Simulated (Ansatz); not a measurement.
Take TaN (space group Pm-3m, No. 221; a = 4.213 Å; a hypothetical phase, not in the database extracts checked) as the base.

The change: hydrostatic tension (pressure −2 GPa).

Levels (all Ansatz, an electronic-structure program, PAW): PBEsol (420 eV, no SOC); PBEsol+SOC (420 eV, spin-orbit coupling included).

The geometry is relaxed with PBEsol.

| Item | Value |
|---|---|
| PBEsol pressure | -2.0 GPa |

How does going to PBEsol+SOC change the pressure?

The pressure falls by 0.4 GPa to -2.4 GPa.

Single points use the geometry relaxed with PBEsol. Differences between runs with and without spin-orbit coupling are approximate. Load acts through the strain it causes; cell and atoms are relaxed under it. No phonon test of stability was made. The runs without spin-orbit coupling are not spin-polarised.
